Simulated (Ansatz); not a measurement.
Worked example: self-consistent single point of LaTi₂GaO₆ (Cmmm, 10 atoms in the cell) in Ansatz (a quantum-chemistry and plane-wave program).

Level of theory: PBEsol, default PAW files made with PBE (plane waves; Ansatz).

```
CELL_PARAMETERS angstrom
      3.95192    -3.97515     0.00000
      3.95192     3.97515     0.00000
      0.00000     0.00000     3.98362
ATOMIC_POSITIONS crystal
  La 0.50000 0.50000 0.50000
  Ti 0.50000 0.00000 0.00000
  Ti 0.00000 0.50000 0.00000
  Ga 0.00000 0.00000 0.50000
  O  0.50000 0.00000 0.50000
  O  0.00000 0.50000 0.50000
  O  0.29036 0.29036 0.00000
  O  0.70964 0.70964 0.00000
  O  0.23781 0.76219 0.00000
  O  0.76219 0.23781 0.00000
```

Reference input (self-consistent single point, DFT, PBEsol, plane waves, default PAW files made with PBE): kpoints.mp_grid.grid = 4 4 6; hamiltonian.xc = pbesol; hamiltonian.pseudopotentials = {kind: paw} (the program's default PAW files); scf.occupations.method = cold; scf.occupations.width = 0.272 eV. This run's input differs from it in these lines:

Ansatz 0.2 input:
```diff
@@ -16,2 +16,4 @@
     - { symbol: O, position: [0.762190, 0.237810, 0.000000] }
+basis:
+  ecutrho_ratio: 2
 kpoints:
```

Output (repeated stretches shortened):

```
SCF iter   1: F=—  HF=-18230.384087 eV  |F-HF|=—  |Δ(HF+E_count)|=         —  Δρ=1.71e-2  dr2=3.48e-1  ethr=1.77e-3  ⟨swp⟩=4.0  Hψ=5259  notcnv=0
all-band conjugate gradients solve this SCF's bands
preconditioner: auto → Kerker (q_TF=auto, 2.553 Å⁻¹)
SCF iter   2: F=—  HF=-18230.298399 eV  |F-HF|=—  |Δ(HF+E_count)|=   8.57e-2  S|Δr|=    0.00e0  Δρ=4.44e-3  dr2=4.43e-2  ethr=4.14e-4  ⟨swp⟩=2.0  Hψ=2201  notcnv=0  defer=1
   [... lines left out ...]
SCF iter   8: F=—  HF=-18230.283385 eV  |F-HF|=—  |Δ(HF+E_count)|=   4.96e-6  S|Δr|=    0.00e0  Δρ=2.85e-5  dr2=1.89e-6  ethr=9.53e-9  ⟨swp⟩=2.0  Hψ=2024  notcnv=0  defer=7
SCF iter   9: F=—  HF=-18230.283385 eV  |F-HF|=—  |Δ(HF+E_count)|=   5.37e-7  S|Δr|=    0.00e0  Δρ=1.06e-5  dr2=2.25e-7  ethr=2.25e-9  ⟨swp⟩=2.0  Hψ=2022  notcnv=0  defer=7
SCF iter  10: F=-18230.283385 eV  HF=-18230.283385 eV  |F-HF|=5.84e-9  |Δ(HF+E_count)|=   2.19e-9  S|Δr|=    0.00e0  Δρ=3.80e-6  dr2=1.71e-8  ethr=1.19e-10  ⟨swp⟩=10.5  Hψ=6427  notcnv=0
SCF 1 converged in 10 iterations: F = -18230.283385 eV  dr2 = 1.71e-8
Stability not checked (fill_not_monotonic)
Free energy (F): -18230.283385 eV
Internal energy: -18230.288337 eV  (E = F + TS)
E sigma→0 (E₀):  -18230.285035 eV
Entropy (-TS):   0.004952 eV (0.495 meV/atom)
Fermi energy:    10.523415 eV
--- Forces (eV/Å), atoms counted from 1 ---
  atom   1  La     0.00000000     0.00000000     0.00000000
  atom   2  Ti     0.00000000     0.00000000     0.00000000
  atom   3  Ti     0.00000000    -0.00000000     0.00000000
  atom   4  Ga    -0.00000000     0.00000000     0.00000000
   [... lines left out ...]
        0.000000       0.000000     -10.568474
  P = ⅓ Tr σ = -10.2370 GPa (-102.370 kbar)
  The stress holds the Pulay correction, which leaves out the density cutoff's part. Without it, at fixed plane waves, as pw.x and ABINIT print it …
settings of this run that can trade accuracy for cost: basis.ecutrho_ratio < 4. Do not mix this run's numbers with those of runs without the same settings …
```

The run converged in 10 iterations. Against the reference run the free energy drops by 4.6 meV/atom, the pressure goes from -10.86 to -10.24 GPa and the largest force goes from 0.165 to 0.178 eV/Å. The full log also holds: “WARN basis.ecutrho_ratio = 2 (ecutrho = 840 eV) is below the records' recommended cutoff”.

The starting cell comes from a database of computed structures (which also holds hypothetical and non-ambient phases and stackings), without a prior relaxation at this level. Its lattice was rescaled by a random factor within 2.5 % of one. Spin polarisation is off, so a magnetic state, if there is one, cannot be reached. Ansatz's pressure includes its estimate of the finite-basis (Pulay) stress. Without the estimate this run gives -10.87 GPa. The cutoff lies below the one recommended for these files.
